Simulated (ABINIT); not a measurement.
Band structure of Tl (P6_3/mmc, 4 atoms in the cell).

```
CELL_PARAMETERS angstrom
      3.47671     0.00000     0.00000
     -1.73836     3.01092     0.00000
      0.00000     0.00000    11.16308
ATOMIC_POSITIONS crystal
  Tl 0.00000 0.00000 0.00000
  Tl 0.00000 0.00000 0.50000
  Tl 0.33333 0.66667 0.25000
  Tl 0.66667 0.33333 0.75000
```

Computed with PBE, norm-conserving pseudopotentials (PseudoDojo nc-sr-05 PBE standard) (plane waves; ABINIT).

Settings: pseudos = [Tl.upf]; ecut = 30 Ha; occopt = 7; tsmear = 0.00183747 Ha; ngkpt = 7 7 2; nshiftk = 1; shiftk = 0 0 0; potentials = PseudoDojo nc-sr-05 PBE standard; kptopt = 1; nstep = 80; tolvrs1 = 1e-11; ndtset = 2; getden2 = 1.

The starting cell comes from a database of computed structures (which also holds hypothetical and non-ambient phases and stackings), without a prior relaxation at this level. Its lattice was rescaled by a random factor within 2.5 % of one. Spin-orbit coupling is off.

Levels in eV from the Fermi level, bands 23 to 30:
```csv
point,23,24,25,26,27,28,29,30
Γ,-8.37,-5.04,-2.64,3.35,3.35,8.00,8.00,8.95
M,-4.58,-3.92,-2.48,-2.14,-0.13,0.35,2.00,2.98
K,-4.26,-3.97,-0.73,-0.47,-0.47,-0.28,-0.28,1.83
A,-6.64,-6.64,-0.36,-0.36,7.55,7.55,8.27,8.27
L,-4.41,-4.41,-1.60,-1.60,-0.92,-0.92,3.64,3.64
H,-4.25,-4.25,-0.97,-0.97,0.20,0.20,1.05,1.05
```

Bands cross the Fermi level along this path, so the cell is metallic at this level.
